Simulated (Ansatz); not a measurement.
The starting structures come from a database of crystals and need not be the phases stable at ambient conditions.

The decay constant κ of evanescent states in the gap governs leakage through a thin film.

```
CELL_PARAMETERS angstrom
      3.86607     0.00000     0.00000
      0.00000     5.46745     0.00000
      1.93304     2.73373     1.93304
ATOMIC_POSITIONS crystal
  Mg 0.00000 0.00000 0.00000
  Se 0.00000 0.50000 0.00000
```

The cell is taken as given.

Transport runs along the normal of the first two printed cell vectors, the (110) plane of the conventional cell.

No gap correction and no spin-orbit coupling; mid-gap is the computed energy nearest the middle.

Task: Estimate the band gap and the smallest decay constant κ at mid-gap that r2SCAN run with Ansatz (a program for electronic structure) returns for this system.

Result: Gap 2.48 eV on a 16×16×16 mesh; κ = 0.181 1/Å, at the zone centre.
